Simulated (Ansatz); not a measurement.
System: interstitial O in wurtzite GaN (neutral cell). These are HSE06, atoms relaxed with HSE06 at the PBE lattice, PAW (plane waves to 420 eV; Ansatz, a quantum-chemistry and plane-wave program) values and carry that method's errors.

72-site cell at the relaxed PBE lattice, a 2×2×2 k-point mesh shifted by half a step along c, smearing 0.01 eV, spin-restricted, no finite-size correction. Static, classical nuclei. The charge state is imposed; whether it is stable for some Fermi level was not computed. Sites that were not tried may lie lower.

The step: O moves alone to another site. Atoms about the jump, Cartesian Å from the middle of the jump, before and after:

```
atom     x0     y0     z0     x1     y1     z1
----  -----  -----  -----  -----  -----  -----
O1    -0.27   0.46   0.00   0.27  -0.46   0.00
N2     0.38   0.09   1.23   0.27   0.28   1.23
Ga3    0.24   0.17  -1.72   0.27   0.13  -1.72
Ga4   -1.43   1.14   1.43  -1.41   1.16   1.45
Ga5    0.30  -1.80   1.45   0.27  -1.81   1.43
N6    -1.42   1.13  -2.08  -1.37   1.11  -1.99
N7     0.28  -1.74  -1.99   0.27  -1.80  -2.08
N8    -2.97   0.16   0.72  -2.93   0.17   0.71
N9    -1.32  -2.62   0.71  -1.35  -2.65   0.72
Ga10  -2.93   0.17  -1.28  -2.93   0.16  -1.27
Ga11  -1.33  -2.62  -1.27  -1.32  -2.62  -1.28
Ga12   1.98   1.11   1.45   1.95   1.16   1.45
N13    1.91   1.09  -1.99   1.90   1.11  -1.99
N14   -1.35   2.96   0.72  -1.35   2.96   0.70
N15    1.89  -2.64   0.70   1.88  -2.65   0.72
Ga16  -2.94  -1.70   1.35  -2.94  -1.70   1.35
Ga17  -1.34   2.92  -1.28  -1.34   2.94  -1.28
Ga18   1.88  -2.63  -1.28   1.86  -2.62  -1.28
N19   -2.94  -1.70  -1.91  -2.94  -1.70  -1.91
```

Question: Predict the transition state.

Answer: 
```csv
atom,x,y,z
O1,-0.27,-0.16,-0.05
N2,0.28,0.16,1.24
Ga3,0.28,0.16,-1.74
Ga4,-1.41,1.13,1.48
Ga5,0.28,-1.78,1.48
N6,-1.38,1.14,-2.06
N7,0.29,-1.76,-2.06
N8,-2.95,0.18,0.73
N9,-1.32,-2.64,0.73
Ga10,-2.90,0.18,-1.26
Ga11,-1.30,-2.60,-1.26
Ga12,1.95,1.12,1.42
N13,1.92,1.11,-1.97
N14,-1.33,2.93,0.70
N15,1.87,-2.62,0.70
Ga16,-2.94,-1.69,1.35
Ga17,-1.33,2.93,-1.29
Ga18,1.87,-2.62,-1.29
N19,-2.92,-1.69,-1.89
```
It lies 0.22 eV above the start and 0.22 eV above the end. The saddle point's order was not checked, and it lies on a symmetry element of the cell, where a band can be held.
